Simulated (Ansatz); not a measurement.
Mg$_{2}$Ge (Fm-3m), HSE06, rigid bands in Ansatz (a program for electronic structure): N_c = 1.06e19 cm⁻³ at 300 K and an electron conductivity mass of 0.257 mₑ.

Problem. For 1e17 electrons per cm³ at 300 K, place the Fermi level, estimate the Seebeck coefficient of a parabolic band with constant τ, and give mobility and conductivity for τ = 20 fs.

Solution. The level lies k_BT ln(N_c/n) = 0.121 eV below the conduction-band minimum. S ≈ −(k_B/e)[ln(N_c/n) + 5/2] = -617 μV/K, against -615 μV/K from the full bands (mean over directions). μ = eτ/m = 137 cm²/(V·s) and σ = neμ = 2.19 S/cm. τ is assumed, not computed.

Band transport and this doping are assumed; polarons and phonon drag are left out. Spin-orbit coupling is left out. Geometry: cell and atoms relaxed with PBEsol.
